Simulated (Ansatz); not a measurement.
The parent structure is GaN in the zinc blende structure (space group F-43m, No. 216).

GaN is taken in the cubic space group F-43m (No. 216), the zinc blende structure, Pearson symbol cF8. Lattice parameters: a = b = c = 4.498 Å, α = β = γ = 90.00°. Ga on 4a is surrounded by 4 N at 1.948 Å (tetrahedral). N on 4d is coordinated by 4 Ga at 1.948 Å (tetrahedral). (Neighbours: up to the widest gap in distance over summed covalent radii, below 1.35, at either atom; cation-cation and far metal-metal contacts left out.)
(The calculation used a cell of 2 atoms; values per cell refer to that cell.)

All numbers come from r2SCAN (Ansatz, a program for electronic structure), spin-orbit coupling left out.

For the base:

* **Pressure**: 0.00 GPa
* **Hole mass**: 0.18, 0.86, 0.86 mₑ (at Γ)

Perturbation: an isotropic linear strain of +2.00 %; the atoms relax in the strained cell.

Q: What happens to the mean gap deformation potential ΔEg/Δln V?

A: The mean gap deformation potential ΔEg/Δln V comes out as -6.7 eV.

Q: Predict the new pressure.

A: The pressure goes from zero to -10.26 GPa.

Q: Estimate the effect on the hole mass.

A: The hole mass (degenerate bands, along [100]) changes from 0.18, 0.86, 0.86 mₑ (at Γ) to 0.15, 0.89, 0.89 mₑ (at Γ).

Q: How does this affect the energy relative to the base?

A: The energy grows by 24 meV/atom.

Masses are band curvatures over ±0.01 Å⁻¹ around the edge. Stability against distortions was not tested. This is not the structure that GaN has at room temperature and ambient pressure.
